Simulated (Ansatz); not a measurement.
Start from Sn in the diamond structure (space group Fd-3m, No. 227).

```xyz
2
Lattice="0.0000 3.2844 3.2844 3.2844 0.0000 3.2844 3.2844 3.2844 0.0000" Properties=species:S:1:pos:R:3 pbc="T T T"
Sn     3.2844     3.2844     3.2844
Sn     4.9266     4.9266     4.9266
```

Cartesian axes are those of the cell as printed.

Method: Ansatz (a first-principles code), r2SCAN, PAW, cutoff 500 eV, no spin-orbit coupling, earlier PAW set.

Base values:

* **Volume per atom**: 35.43 Å³

Modification: biaxial strain +4.93 %, plane normal [110], relaxed out of plane (Cartesian); in-plane vectors clamped, the third vector and the atoms free.

Problem. Predict the new volume per atom and energy relative to the base.

Solution. The volume per atom increases by 2.59 Å³ to 38.02 Å³; the energy rises by 44 meV/atom.

A biaxial case was relaxed in a doubled cell and then solved in the primitive one. Whether these cells are dynamically stable was not tested.
